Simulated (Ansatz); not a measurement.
```yaml
crystal:
  lattice:
    - [21.50000, 0.00000, 0.00000]
    - [0.00000, 21.50000, 0.00000]
    - [0.00000, 0.00000, 5.54140]
  atoms:
    - { symbol: Ga, position: [0.73766, 0.50000, 0.66726] }
    - { symbol: N, position: [0.73090, 0.57503, 0.83274] }
    - { symbol: N, position: [0.74278, 0.50000, 0.33274] }
    - { symbol: Ga, position: [0.69227, 0.63970, 0.66726] }
    - { symbol: N, position: [0.64271, 0.69642, 0.83274] }
    - { symbol: Ga, position: [0.72603, 0.57344, 0.16726] }
    - { symbol: N, position: [0.69642, 0.64271, 0.33274] }
    - { symbol: Ga, position: [0.57344, 0.72603, 0.66726] }
    - { symbol: N, position: [0.50000, 0.74278, 0.83274] }
    - { symbol: Ga, position: [0.63970, 0.69227, 0.16726] }
    - { symbol: N, position: [0.57503, 0.73090, 0.33274] }
    - { symbol: Ga, position: [0.42656, 0.72603, 0.66726] }
    - { symbol: N, position: [0.35729, 0.69642, 0.83274] }
    - { symbol: Ga, position: [0.50000, 0.73766, 0.16726] }
    - { symbol: N, position: [0.42497, 0.73090, 0.33274] }
    - { symbol: Ga, position: [0.30773, 0.63970, 0.66726] }
    - { symbol: N, position: [0.26910, 0.57503, 0.83274] }
    - { symbol: Ga, position: [0.36030, 0.69227, 0.16726] }
    - { symbol: N, position: [0.30358, 0.64271, 0.33274] }
    - { symbol: Ga, position: [0.26234, 0.50000, 0.66726] }
    - { symbol: N, position: [0.26910, 0.42497, 0.83274] }
    - { symbol: Ga, position: [0.27397, 0.57344, 0.16726] }
    - { symbol: N, position: [0.25722, 0.50000, 0.33274] }
    - { symbol: Ga, position: [0.30773, 0.36030, 0.66726] }
    - { symbol: N, position: [0.35729, 0.30358, 0.83274] }
    - { symbol: Ga, position: [0.27397, 0.42656, 0.16726] }
    - { symbol: N, position: [0.30358, 0.35729, 0.33274] }
    - { symbol: Ga, position: [0.42656, 0.27397, 0.66726] }
    - { symbol: N, position: [0.50000, 0.25722, 0.83274] }
    - { symbol: Ga, position: [0.36030, 0.30773, 0.16726] }
    - { symbol: N, position: [0.42497, 0.26910, 0.33274] }
    - { symbol: Ga, position: [0.57344, 0.27397, 0.66726] }
    - { symbol: N, position: [0.64271, 0.30358, 0.83274] }
    - { symbol: Ga, position: [0.50000, 0.26234, 0.16726] }
    - { symbol: N, position: [0.57503, 0.26910, 0.33274] }
    - { symbol: Ga, position: [0.69227, 0.36030, 0.66726] }
    - { symbol: N, position: [0.73090, 0.42497, 0.83274] }
    - { symbol: Ga, position: [0.63970, 0.30773, 0.16726] }
    - { symbol: N, position: [0.69642, 0.35729, 0.33274] }
    - { symbol: Ga, position: [0.72603, 0.42656, 0.16726] }
```

Method: PBE (plane waves to 420 eV, PAW; Ansatz, an electronic-structure program). Mesh 1×1×6. No spin polarisation. Isolated but for its images some 11 Å away. A hypothetical model, rolled from the flat sheet. Symmetry and one short period hold its shape; lower forms weren't sought.

### Question
Tabulate the two highest filled and two lowest empty levels along the axis, from the valence top.

### Answer
```json
[
 {"k (2π/c)": "0.000", "v2 (eV)": "0.00", "v1 (eV)": "0.00", "c1 (eV)": "2.05", "c2 (eV)": "2.57"},
 {"k (2π/c)": "0.042", "v2 (eV)": "-0.01", "v1 (eV)": "-0.01", "c1 (eV)": "2.09", "c2 (eV)": "2.59"},
 {"k (2π/c)": "0.083", "v2 (eV)": "-0.02", "v1 (eV)": "-0.02", "c1 (eV)": "2.19", "c2 (eV)": "2.66"},
 {"k (2π/c)": "0.125", "v2 (eV)": "-0.04", "v1 (eV)": "-0.04", "c1 (eV)": "2.33", "c2 (eV)": "2.76"},
 {"k (2π/c)": "0.167", "v2 (eV)": "-0.06", "v1 (eV)": "-0.06", "c1 (eV)": "2.51", "c2 (eV)": "2.89"},
 {"k (2π/c)": "0.208", "v2 (eV)": "-0.09", "v1 (eV)": "-0.09", "c1 (eV)": "2.69", "c2 (eV)": "3.05"},
 {"k (2π/c)": "0.250", "v2 (eV)": "-0.13", "v1 (eV)": "-0.13", "c1 (eV)": "2.89", "c2 (eV)": "3.22"},
 {"k (2π/c)": "0.292", "v2 (eV)": "-0.17", "v1 (eV)": "-0.17", "c1 (eV)": "3.08", "c2 (eV)": "3.40"},
 {"k (2π/c)": "0.333", "v2 (eV)": "-0.21", "v1 (eV)": "-0.21", "c1 (eV)": "3.28", "c2 (eV)": "3.59"},
 {"k (2π/c)": "0.375", "v2 (eV)": "-0.26", "v1 (eV)": "-0.26", "c1 (eV)": "3.47", "c2 (eV)": "3.78"},
 {"k (2π/c)": "0.417", "v2 (eV)": "-0.26", "v1 (eV)": "-0.26", "c1 (eV)": "3.66", "c2 (eV)": "3.98"},
 {"k (2π/c)": "0.458", "v2 (eV)": "-0.26", "v1 (eV)": "-0.26", "c1 (eV)": "3.84", "c2 (eV)": "4.17"},
 {"k (2π/c)": "0.500", "v2 (eV)": "-0.26", "v1 (eV)": "-0.26", "c1 (eV)": "4.01", "c2 (eV)": "4.01"}
]
```
